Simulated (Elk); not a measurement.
Worked example: self-consistent single point of Ti₃Nb (Amm2, 4 atoms in the cell) in Elk

Level of theory: LDA (PW92), all-electron FP-LAPW, Elk's shipped species files, APW+lo basis with extra local orbitals (Elk).

The input file:

```
tasks
  0

xctype
  3

rgkmax
  7.5

gmaxvr
  14.0

nxlo
  2

lorbcnd
  .true.

rmtscf
  0.99

lmaxi
  2

stype
  3

swidth
  0.00367493

scale
  1.889726125

avec
    9.0469900000    0.0000000000    0.0000000000
    0.0000000000    1.6060050000    2.4103950000
    0.0000000000   -1.6060050000    2.4103950000

atoms
  2   : nspecies
  'Ti.in'   : spfname
  3   : natoms; atposl, bfcmt below
  0.0000000000  0.1826700000  0.1826700000    0.0 0.0 0.0
  0.2484500000  0.7913400000  0.7913400000    0.0 0.0 0.0
  0.7515500000  0.7913400000  0.7913400000    0.0 0.0 0.0
  'Nb.in'   : spfname
  1   : natoms; atposl, bfcmt below
  0.5000000000  0.2346400000  0.2346400000    0.0 0.0 0.0

ngridk
  3 10 10
```

Output (repeated stretches shortened):

```
│ Elk code version 10.2.4 │

All units are atomic (Hartree, Bohr, etc.)

│ Ground-state run starting from atomic densities │

Lattice vectors :
   17.09633336       0.000000000       0.000000000
   0.000000000       3.034909605       4.554986403
   0.000000000      -3.034909605       4.554986403

Unit cell volume      :    472.6784668
Brillouin zone volume :   0.5247757850

Muffin-tin inner radius fraction :   0.1000000000E-01

Nuclei treated as point charges

Species :    1 (Ti)
 parameters loaded from : Ti.in
 name : titanium
 nuclear charge    :   -22.00000000
 electronic charge :    22.00000000
 atomic mass :    87256.20310
 muffin-tin radius :    2.376000000
 number of radial points in muffin-tin :    497
 atomic positions (lattice), magnetic fields (Cartesian) :
   1 :   0.50000000  0.94803000  0.94803000    0.00000000  0.00000000  0.00000000
   2 :   0.74845000  0.55670000  0.55670000    0.00000000  0.00000000  0.00000000
   3 :   0.25155000  0.55670000  0.55670000    0.00000000  0.00000000  0.00000000

Species :    2 (Nb)
 parameters loaded from : Nb.in
 name : niobium
 nuclear charge    :   -41.00000000
 electronic charge :    41.00000000
 atomic mass :    169357.9703
 muffin-tin radius :    2.574000000
 number of radial points in muffin-tin :    597
 atomic positions (lattice), magnetic fields (Cartesian) :
   1 :   0.00000000  0.00000000  0.00000000    0.00000000  0.00000000  0.00000000

Total number of atoms per unit cell :    4

Spin treatment :
 spin-unpolarised

Number of Bravais lattice symmetries :    8
Number of crystal symmetries         :    4
Crystal has no inversion symmetry
Complex Hermitian eigensolver will be used

k-point grid :      3    10    10
k-point offset :    0.000000000       0.000000000       0.000000000
k-point set is reduced with full crystal symmetry group
Total number of k-points :      110

Muffin-tin radius times maximum |G+k| :    7.500000000
 using average radius
   [... lines left out ...]
 potential will be trimmed for |G| > 2 gkmax
Constant for pseudocharge density :    9
Radial integration step length :    4

G-vector grid sizes :     80    25    25
Number of G-vectors :    21937

Maximum angular momentum used for
 APW functions                      :    8
 outer part of muffin-tin           :    6
 inner part of muffin-tin           :    2

Total nuclear charge    :   -107.0000000
Total core charge       :    58.00000000
Total valence charge    :    49.00000000
Total excess charge     :    0.000000000
Total electronic charge :    107.0000000

Effective Wigner radius, rₛ :    1.017882881

Number of empty states         :   16
Total number of valence states :   41
Total number of core states    :   58

Conduction state local-orbitals added automatically
Total number of local-orbitals :  317

Exchange-correlation functional :      3     0     0
 Perdew-Wang/Ceperley-Alder, Phys. Rev. B 45, 13244 (1992)
 gradient requirement :    0
 local density approximation (LDA)

Smearing type :    3
 Fermi-Dirac
Smearing width :   0.3674930000E-02
Effective electronic temperature (K) :    1160.451112

Mixing type :    3
 Broyden mixing, J. Phys. A: Math. Gen. 17, L317 (1984)

Kohn-Sham potential initialised from atomic data
│ Self-consistent loop started │
│ Loop number : 1 │
 total energy                :     -6355.55429977
│ Loop number : 2 │
 total energy                :     -6358.23421131
RMS change in Kohn-Sham potential (target) :   0.3336763471     (  0.1000000000E-05)
Absolute change in total energy (target)   :    2.679911540     (  0.1000000000E-03)
│ Loop number : 3 │
 total energy                :     -6358.57993638
RMS change in Kohn-Sham potential (target) :   0.4151345280     (  0.1000000000E-05)
Absolute change in total energy (target)   :    1.015702953     (  0.1000000000E-03)
│ Loop number : 4 │
 total energy                :     -6363.61632824
RMS change in Kohn-Sham potential (target) :   0.2888966198     (  0.1000000000E-05)
Absolute change in total energy (target)   :    5.290317600     (  0.1000000000E-03)
│ Loop number : 5 │
 total energy                :     -6367.97679995
RMS change in Kohn-Sham potential (target) :   0.1749816231     (  0.1000000000E-05)
Absolute change in total energy (target)   :    5.683051115     (  0.1000000000E-03)
   [... lines left out ...]
Absolute change in total energy (target)   :   0.3186824963E-02 (  0.1000000000E-03)
│ Loop number : 17 │
 total energy                :     -6372.46329236
RMS change in Kohn-Sham potential (target) :   0.2217798729E-05 (  0.1000000000E-05)
Absolute change in total energy (target)   :   0.1767673913E-02 (  0.1000000000E-03)
│ Loop number : 18 │
 total energy                :     -6372.46321302
RMS change in Kohn-Sham potential (target) :   0.2674640632E-06 (  0.1000000000E-05)
Absolute change in total energy (target)   :   0.5212599863E-03 (  0.1000000000E-03)
│ Loop number : 19 │
 total energy                :     -6372.46323114
RMS change in Kohn-Sham potential (target) :   0.3862325029E-06 (  0.1000000000E-05)
Absolute change in total energy (target)   :   0.1121961441E-03 (  0.1000000000E-03)
│ Loop number : 20 │
 total energy                :     -6372.46326770
RMS change in Kohn-Sham potential (target) :   0.8865075420E-07 (  0.1000000000E-05)
Absolute change in total energy (target)   :   0.8505291589E-05 (  0.1000000000E-03)
Convergence targets achieved

│ Loop number : 21 │

Energies :
 Fermi                       :     0.311674907209
 sum of eigenvalues          :     -3754.39944042
 electron kinetic            :      6527.32812387
 core electron kinetic       :      6237.29436501
 Coulomb                     :     -12663.7897861
 Coulomb potential           :     -9969.21838325
 nuclear-nuclear             :     -669.501776351
 electron-nuclear            :     -14019.3576363
 Hartree                     :      2025.06962654
 Madelung                    :     -7679.18059451
 xc potential                :     -312.509181045
 exchange                    :     -226.784993738
 correlation                 :     -9.20878658304
 electron entropic           :    -0.782620335829E-02
 total energy                :     -6372.46326879

Density of states at Fermi energy :    178.2913705
 (states/Hartree/unit cell)

Estimated indirect band gap :   0.8626659261E-04
 from k-point     60 to k-point     34
Estimated direct band gap   :   0.1395965149E-02
 at k-point     73

Charges :
 core                        :    58.00000000
 valence                     :    49.00000000
 interstitial                :    6.705924233
 muffin-tins (core leakage)
  species :    1 (Ti)
   atom    1                 :    20.32813216     (  0.7230607224E-09)
   atom    2                 :    20.34954874     (  0.8020961673E-09)
   atom    3                 :    20.34954874     (  0.8020961673E-09)
  species :    2 (Nb)
   atom    1                 :    39.26684613     (  0.1145249339E-05)
 total in muffin-tins        :    100.2940758
 total calculated charge     :    107.0176129
 total charge                :    107.0000000
 error                       :   0.1761286921E-01

│ Self-consistent loop stopped │
```

The run converged in 21 iterations. The count includes the last loop, which Elk runs after its targets are met.

The starting cell comes from a database of computed structures (which also holds hypothetical and non-ambient phases and stackings), without a prior relaxation at this level. Spin polarisation is off. Values depend on the basis (sphere radii, cutoffs, local orbitals), which need not be converged. The log's line on a gap gives a spacing of levels on this mesh, which the program prints for metals too.

Cost on one core of a shared machine: roughly 4 min.
